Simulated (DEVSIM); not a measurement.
System: GaP n+/n-/n+ resistor, at 400 K.

```tsv
layer (left to right)	material	thickness (μm)	Nd (cm⁻³)	τn (s)	τp (s)
1	GaP	0.610	9.1e18	3e-7	3e-7
2	GaP	0.180	8.5e15	3e-7	3e-7
3	GaP	0.160	4.1e17	3e-7	3e-7
```

Left contact: ohmic. Right contact: ohmic. Voltage is applied to the left contact. Recombination: SRH at mid-gap, radiative, Auger. Mobility is μmin + (μ − μmin)/(1 + (N/Nref)^α).

Constants are typed, rounded textbook-type inputs, not results; the design itself was drawn at random and stands for no fabricated device. Values at 300 K; Nc and Nv go as T^1.5, mobilities as T to minus their exponent, the gap by Varshni's rule with the affinity fixed.

```csv
parameter,GaP
gap (eV),2.26
affinity (eV),3.8
permittivity,11.1
Nc (cm⁻³),1.8e19
Nv (cm⁻³),1.9e19
μn (cm²/Vs),250
μp (cm²/Vs),150
"μn,min",10
"μp,min",10
"Nref,n",4.4e18
"Nref,p",1e18
αn,0.8
αp,0.85
T exponent of μn,1.6
T exponent of μp,1.98
B (cm³/s),1e-13
Cn (cm⁶/s),1e-30
Cp (cm⁶/s),1e-30
Varshni α (eV/K),0.00058
Varshni β (K),372
```

Simulated with DEVSIM: 1D drift-diffusion, Boltzmann statistics, complete ionisation; no tunnelling, impact ionisation, image-force lowering or self-heating.

**Question.** Give the dark forward current.

**Answer.** 
```
V (V)  J (A/cm²)
-----  ---------
0.05        1700
0.20        7100
0.35       13000
0.50       20000
0.65       28000
0.80       36000
0.95       45000
1.10       55000
1.25       66000
1.40       77000
1.55       89000
1.70      100000
1.85      110000
2.00      130000
```
